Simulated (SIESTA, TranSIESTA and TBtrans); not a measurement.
Device: Pd chain with one bond stretched by 3.0 Å. Leads: straight Pd chain, spacing 2.5 Å. Geometry: as built, not relaxed. Transport runs along z; the first 6 and the last 6 of the 18 atoms are the lead cells, repeated to infinity.

```xyz
18
Lattice="9.000 0.000 0.000 0.000 9.000 0.000 0.000 0.000 48.000" Properties=species:S:1:pos:R:3 pbc="F F T"
Pd     4.500     4.500     0.000
Pd     4.500     4.500     2.500
Pd     4.500     4.500     5.000
Pd     4.500     4.500     7.500
Pd     4.500     4.500    10.000
Pd     4.500     4.500    12.500
Pd     4.500     4.500    15.000
Pd     4.500     4.500    17.500
Pd     4.500     4.500    20.000
Pd     4.500     4.500    25.500
Pd     4.500     4.500    28.000
Pd     4.500     4.500    30.500
Pd     4.500     4.500    33.000
Pd     4.500     4.500    35.500
Pd     4.500     4.500    38.000
Pd     4.500     4.500    40.500
Pd     4.500     4.500    43.000
Pd     4.500     4.500    45.500
```
Starting moments (μB): atom 7 +0.7, atom 8 +0.7, atom 9 +0.7, atom 10 +0.7, atom 11 +0.7, atom 12 +0.7; lead atoms +0.7 (left) and +0.7 (right).

Run with TranSIESTA and TBtrans (open boundaries, self-consistent; PseudoDojo norm-conserving potentials, scalar-relativistic): Spin polarized, PAO.BasisSize DZP, PAO.EnergyShift 0.15 eV, XC.Authors PBE, Mesh.Cutoff 200 Ry, ElectronicTemperature 300 K, TS.Voltage 0.0 eV, TBT.Elecs.Eta 0.001 eV.

Energies count from the leads' Fermi level. Transmissions are for each spin. The energy step is 0.01 eV; narrower resonances are cut or missed.

```
E (eV)    T up   T down
------  ------  -------
-0.20   0.0250  0.00937
-0.15   0.0271   0.0117
-0.10   0.0293   0.0150
-0.05   0.0320   0.0193
0.00    0.0343   0.0249
0.05    0.0363   0.0317
0.10    0.0381   0.0393
0.15    0.0399   0.0467
0.20    0.0417   0.0528
```

### Question
Give the zero-bias conductance in μS and the resistance at 300 K.

### Answer
At the Fermi level the mean of both spins is (0.0343 + 0.0249)/2 = 0.0296. Averaged with −∂f/∂E over the full grid (kT = 25.9 meV) it is 0.0298. With G0 = 2e²/h = 77.48 μS, G = 2.31 μS and R = 1/G = 433 kΩ.

### Question
Estimate the thermopower by Mott's formula S = −(π²/3)(kB²T/e) d ln T/dE from the rows at -0.05 and 0.05 eV.

### Answer
d ln T/dE = 2.82 eV⁻¹ and (π²/3) kB²T/e = 7.33 μV/K · eV, so S = -21 μV/K; the full integral gives -20 μV/K. A negative sign means that T rises with energy over the thermal window.

### Question
The eigenchannels at the Fermi level (both spins) transmit 0.0343, 0.0248. What Fano factor of the shot noise follows at low temperature and bias?

### Answer
F = Σ τ(1 − τ)/Σ τ = 0.0573/0.0591 = 0.97.

The magnetic order of the leads was set by the start, and no other order was tried; the separate lead runs end at 0.76 (left) and 0.76 (right) μB an atom. The straight chain is held at its spacing; free chains may zigzag or dimerise.
